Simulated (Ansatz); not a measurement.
**BAs (model structure, started from the NiAs type, P6₃/mmc, No. 194, 4 atoms in the cell): properties by level of theory**

| level (code) | lattice constant a (Å) | lattice parameter c (Å) |
|---|---|---|
| PBE (Ansatz) | 3.267 | 5.432 |
| PBEsol (Ansatz) | 3.225 | 5.397 |
| PBE-D3(BJ) (Ansatz) | 3.221 | 5.382 |

Ansatz's density-functional and Hartree–Fock values are scalar-relativistic unless marked +SOC, with PAW data made under PBE.

Computed values are for the static lattice.

A model structure was made by putting elements into a prototype or built by hand; it is no filed structure, need not be a known phase, and can be a saddle point held by its symmetry.

Ansatz is a first-principles code.
